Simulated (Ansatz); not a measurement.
Results of HSE06 (Ansatz, an electronic-structure program, plane waves, PAW) for LiC (Immm, No. 71; cell taken from a computed entry).

Numerical settings: plane-wave cutoff 500 eV, 8×8×8 k mesh, gaussian smearing 0.02 eV, scalar-relativistic PAW data made under PBE.

Cell (relaxed at this level):

```
LiC
1.0
   -1.80618     2.40346     2.67140
    1.80618    -2.40346     2.67140
    1.80618     2.40346    -2.67140
Li C
2 2
Cartesian
  0.00000   2.40346   1.27165
  1.80618   0.00000   1.39975
  0.00000   4.18386   0.00000
  0.00000   0.62307   0.00000
```

Task: Give the computed band gap.

Result: 
band gap: 4.75 eV (on the SCF k mesh)

Note: the relaxation could not lower the start's symmetry, so the cell can be a saddle point above a distorted one.

Cost on a shared machine: about 9 core-minutes (a rough figure).
